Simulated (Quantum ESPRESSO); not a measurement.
Band structure of ZnPd2 (P4/mmm, 6 atoms in the cell).

```
ZnPd2
1.0
    2.89005     0.00000     0.00000
    0.00000     2.89005     0.00000
    0.00000     0.00000    10.29183
Zn Pd
2 4
Direct
  0.50000   0.50000   0.33637
  0.50000   0.50000   0.66363
  0.00000   0.00000   0.81518
  0.00000   0.00000   0.18482
  0.00000   0.00000   0.50000
  0.50000   0.50000   0.00000
```

Level of theory: LDA (PZ), GBRV 1.5 ultrasoft (LDA) pseudopotentials (plane waves; Quantum ESPRESSO 7.5).

Settings: ecutwfc = 50 Ry; ecutrho = 400 Ry; occupations = smearing; smearing = gaussian; degauss = 0.0036749 Ry; potentials = {Zn: zn_lda_v1.uspp.F.UPF, Pd: pd_lda_v1.4.uspp.F.UPF}; K_POINTS = automatic 8 8 2 1 1 1; nbnd = 64; conv_thr = 1e-10 Ry.

The starting cell comes from a database of computed structures (which also holds hypothetical and non-ambient phases and stackings), without a prior relaxation at this level. Spin polarisation is off.

Levels in eV from the Fermi level, bands 49 to 56:
| point | 49 | 50 | 51 | 52 | 53 | 54 | 55 | 56 |
|---|---|---|---|---|---|---|---|---|
| Γ | -1.18 | -1.06 | -0.41 | -0.41 | -0.33 | -0.25 | 0.35 | 4.51 |
| X | -1.43 | -0.79 | -0.48 | -0.41 | 0.40 | 0.50 | 1.06 | 1.44 |
| M | -0.23 | 0.11 | 0.67 | 0.67 | 3.78 | 4.41 | 4.41 | 4.66 |
| Z | -1.19 | -1.05 | -1.04 | -0.47 | -0.47 | -0.33 | 2.51 | 2.85 |
| R | -0.75 | -0.48 | -0.41 | -0.37 | -0.17 | 0.68 | 0.81 | 1.44 |
| A | -0.23 | 0.11 | 1.91 | 1.91 | 2.43 | 2.43 | 3.77 | 4.68 |

Bands cross the Fermi level along this path, so the cell is metallic at this level.
